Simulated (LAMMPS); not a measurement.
Al (fcc) at 840 K and zero pressure, started from the melt, with several potentials, in cells of their own sizes.

Interatomic potentials used:
- EAM-type AlCu.adp: classical MD, pair style adp, file AlCu.adp (LAMMPS); Apostol and Mishin, Phys Rev B 83, 054116 (2011)
- EAM-type AlCu.eam.alloy: classical MD, pair style eam/alloy, file AlCu.eam.alloy (LAMMPS); Cai and Ye, Phys Rev B, 54, 8398-8410 (1996)
- EAM-type AlFe_mm.eam.fs: classical MD, pair style eam/fs, file AlFe_mm.eam.fs (LAMMPS); Mendelev, Srolovitz, Ackland and Han, J Mater Res 20, 208-218 (2005)
- EAM-type Al_jnp.eam: classical MD, pair style eam, file Al_jnp.eam (LAMMPS); Jacobsen, Norskov and Puska, Phys Rev B, 35, 7423 (1987)
- EAM-type Al_mm.eam.fs: classical MD, pair style eam/fs, file Al_mm.eam.fs (LAMMPS)
- EAM-type Al_zhou.eam.alloy: classical MD, pair style eam/alloy, file Al_zhou.eam.alloy (LAMMPS); Zhou et al, Acta Mater, 49, 4005 (2001)
- EAM-type NiAlH_jea.eam.alloy: classical MD, pair style eam/alloy, file NiAlH_jea.eam.alloy (LAMMPS); Moody and Baskes, Modell Sim Mater Sci Eng, 3, 289-307 (1995)
- MEAM AlSiMgCuFe.meam: classical MD, pair style meam, file AlSiMgCuFe.meam (LAMMPS); Jelinek, Groh, Horstemeyer, Houze, Kim, Wagner, Moitra and Baskes, Phys Rev B, 85, 245102 (2012)
- MEAM MoCoNiVFeAlCr_2nn.meam: classical MD, pair style meam, file MoCoNiVFeAlCr_2nn.meam (LAMMPS); Wang, J., Kwon, H., Kim, H.S. et al. A neural network model for high entropy alloy design. npj Comput Mater 9, 60 (2023).
- bond-order AlCu.bop.table: classical MD, pair style bop, file AlCu.bop.table (LAMMPS); Zhou, Ward, and Foster, Phys. Chem. Chem. Phys., under consideration

| potential | state | volume | first peak of g(r) | coordination number | self-diffusion coefficient of Al (not corrected for cell size) | viscosity | mean phonon frequency | rough cost (ms per atom and simulated ps) |
|---|---|---|---|---|---|---|---|---|
| bond-order AlCu.bop.table | liquid | 16.850 ± 0.003 Å³/atom | 2.78 Å, height 2.7 | 12.6 (counted to 3.66 Å) | (2.32 ± 0.05) × 10^-5 cm²/s | - | 5.5 THz | 30 to 100 |
| EAM-type AlCu.adp | liquid | 18.207 ± 0.002 Å³/atom | 2.80 Å, height 3.2 | 12.5 (counted to 3.78 Å) | (1.63 ± 0.02) × 10^-5 cm²/s | 4.5 ± 0.9 mPa s | 5.7 THz | 1 to 3 |
| EAM-type AlCu.eam.alloy | liquid | 19.153 ± 0.003 Å³/atom | 2.78 Å, height 2.7 | 12.8 (counted to 3.90 Å) | (5.6 ± 0.2) × 10^-5 cm²/s | - | 4.5 THz | 1 to 3 |
| EAM-type AlFe_mm.eam.fs | liquid | 18.73 ± 0.01 Å³/atom | 2.78 Å, height 3.1 | 12.4 (counted to 3.82 Å) | (3.28 ± 0.06) × 10^-5 cm²/s | 1.6 ± 0.1 mPa s | 5.3 THz | 1 to 3 |
| EAM-type Al_jnp.eam | liquid | 17.390 ± 0.002 Å³/atom | 2.75 Å, height 3.0 | 13.0 (counted to 3.78 Å) | (1.87 ± 0.05) × 10^-5 cm²/s | 3.9 ± 0.7 mPa s | 5.6 THz | 0.3 to 1 |
| EAM-type Al_mm.eam.fs | liquid | 18.524 ± 0.001 Å³/atom | 2.80 Å, height 2.8 | 12.8 (counted to 3.86 Å) | (4.05 ± 0.08) × 10^-5 cm²/s | 1.8 ± 0.2 mPa s | 4.7 THz | 1 to 3 |
| EAM-type Al_zhou.eam.alloy | liquid | 19.1256 ± 0.0009 Å³/atom | 2.79 Å, height 2.5 | 12.8 (counted to 3.90 Å) | (7.2 ± 0.2) × 10^-5 cm²/s | 1.1 ± 0.2 mPa s | 4.2 THz | 1 to 3 |
| EAM-type NiAlH_jea.eam.alloy | liquid | 19.5428 ± 0.0008 Å³/atom | 2.72 Å, height 2.5 | 12.1 (counted to 3.86 Å) | (1.12 ± 0.02) × 10^-4 cm²/s | - | 4.4 THz | 0.3 to 1 |
| MEAM AlSiMgCuFe.meam | liquid | 19.09 ± 0.01 Å³/atom | 2.69 Å, height 3.3 | 9.7 (counted to 3.54 Å) | - | - | 6.8 THz | 3 to 10 |
| MEAM MoCoNiVFeAlCr_2nn.meam | liquid | 18.612 ± 0.006 Å³/atom | 2.77 Å, height 3.0 | 11.6 (counted to 3.70 Å) | (3.9 ± 0.2) × 10^-5 cm²/s | - | 5.2 THz | 10 to 30 |

Costs are rough: whole-run CPU time with set-up and analysis, from shared machines, in bands a factor of about three wide.

Caution (rows bond-order AlCu.bop.table; EAM-type Al_zhou.eam.alloy; EAM-type NiAlH_jea.eam.alloy; MEAM AlSiMgCuFe.meam): this liquid lies under the measured melting point of 933 K, so it is undercooled or the potential melts low.

Caution (rows bond-order AlCu.bop.table; EAM-type Al_zhou.eam.alloy; EAM-type NiAlH_jea.eam.alloy; MEAM AlSiMgCuFe.meam): a run this short can hold a crystal over, or a liquid under, the potential's own melting point, which these runs don't give.

Caution (row EAM-type AlCu.adp): this liquid lies under the melting point of about 1050 K that EAM-type AlCu.adp gives, so it is undercooled.

Caution: the potential EAM-type AlFe_mm.eam.fs is made for dilute Fe in Al.

Caution (row EAM-type AlFe_mm.eam.fs): this liquid lies under the melting point of about 930 K that EAM-type AlFe_mm.eam.fs gives, so it is undercooled.

Caution (row EAM-type Al_jnp.eam): this liquid lies under the melting point of about 1050 K that EAM-type Al_jnp.eam gives, so it is undercooled.

Caution (row EAM-type Al_mm.eam.fs): this liquid lies under the melting point of about 930 K that EAM-type Al_mm.eam.fs gives, so it is undercooled.

Caution: the potential EAM-type NiAlH_jea.eam.alloy is made for Ni, Ni3Al and hydrogen in them.

Caution (row MEAM AlSiMgCuFe.meam): enthalpy drifts during the constant-pressure average: a transition or slow ageing; fluctuation values are void.

Caution (row MEAM MoCoNiVFeAlCr_2nn.meam): this liquid lies under the melting point of about 940 K that MEAM MoCoNiVFeAlCr_2nn.meam gives, so it is undercooled.

States go by the mean squared displacement: a species diffuses where it passes 1.5 Å², still rises and gives D over 1e-6 cm²/s; a crystal has left its structure where atoms lie 0.35 Å off their sites on average or a cubic box changes its shape by 3 %, or the axial ratios of another lie 8 % off the starting cell's, which the potential's own relaxation can also do.

Errors of D are the spread over four groups of atoms in one short run; a floor of about 5 %, a picked value, is safer.

The ± values are statistical; the model's systematic error is not in them.
